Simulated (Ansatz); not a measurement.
# Effect of H interstitial (started 1.55 Å from the nearest host atom), symmetric start on Cu

The reference is a 12-atom supercell of Cu in the fcc (Cu type) structure (space group Fm-3m, No. 225; a = 3.577 Å) at its relaxed geometry.

The change: a neutral H interstitial (started 1.55 Å from the nearest host atom), symmetric start, atoms relaxed at fixed cell.

Calculations: Ansatz (a quantum-chemistry and plane-wave program) r2SCAN, no SOC. Γ-centred 8×6×8 mesh, Fermi–Dirac width 0.05 eV.

| quantity | base | changed | shift |
|---|---|---|---|
| pressure | 0.0 GPa | 5.0 GPa | +5.0 GPa |
| largest displacement of a host atom from its site in the perfect cell | – | 0.10 Å | – |
| final site of the added atom | – | 4 Cu at 1.62–1.63 Å (tetrahedral) | – |

Final structure:

```
Cu12H
1.0
    0.00000     3.57675     3.57675
    3.57675    -3.57675     3.57675
    3.57675     3.57675     0.00000
Cu H
12 1
Cartesian
 -0.05664   0.05664  -0.05664
  1.78525   1.79150  -0.00594
  1.83167   0.03284   1.83167
  3.54391   1.74509   1.83167
  3.59441  -0.01765   3.59441
  5.36142   1.79209   3.58720
 -0.00594   1.79150   1.78525
  5.36201   0.00594   5.36201
  1.83167   1.74509   3.54391
  3.57877   3.57474   3.57877
  3.58720   1.79209   5.36142
  5.36142   3.56631   5.36142
  0.88660  -0.88660   0.88660
```

In so small a cell the defect repeats every few ångströms: this is an ordered compound, not a dilute defect. The defect started on the symmetric site and kept its symmetry, so it may sit on a saddle. The final runs are not spin-polarised. The defect cell is not spin-polarised.
